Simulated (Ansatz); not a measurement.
## Hypothetical I4_132 B: pressure series

Consider B (space group I4_132, No. 214; a hypothetical phase, not in the database extracts checked).

```xyz
4
Lattice="-2.3264 2.3264 2.3264 2.3264 -2.3264 2.3264 2.3264 2.3264 -2.3264" Properties=species:S:1:pos:R:3 pbc="T T T"
B      1.7448     0.5816    -0.5816
B      0.5816    -0.5816     1.7448
B     -0.5816     1.7448     0.5816
B      0.5816     0.5816     0.5816
```

Cell and atoms are relaxed at each pressure.

Calculations: Ansatz (an electronic-structure program) PBE, no spin-orbit coupling.

Notes on the quantities. enthalpy: H = E + PV relative to the base's energy.

```tsv
variant	enthalpy	width of the top valence band	smallest direct gap	lattice parameter a
base	–	2.46 eV	2.70 eV	4.653 Å
pressure −2 GPa	-0.16 eV/atom	2.41 eV	2.67 eV	4.683 Å
pressure −1 GPa	-0.08 eV/atom	2.44 eV	2.69 eV	4.667 Å
pressure 0.3 GPa	+0.02 eV/atom	2.47 eV	2.70 eV	4.649 Å
pressure 0.7 GPa	+0.05 eV/atom	2.48 eV	2.71 eV	4.643 Å
pressure 1.5 GPa	+0.12 eV/atom	2.50 eV	2.72 eV	4.632 Å
pressure 3 GPa	+0.23 eV/atom	2.54 eV	2.73 eV	4.612 Å
pressure 5 GPa	+0.38 eV/atom	2.59 eV	2.76 eV	4.586 Å
pressure 7.5 GPa	+0.57 eV/atom	2.65 eV	2.79 eV	4.557 Å
pressure 10 GPa	+0.75 eV/atom	2.71 eV	2.81 eV	4.529 Å
```

Load acts through the strain it causes; cell and atoms are relaxed under it. No phonon test of stability was made. No other phases were tried under pressure.
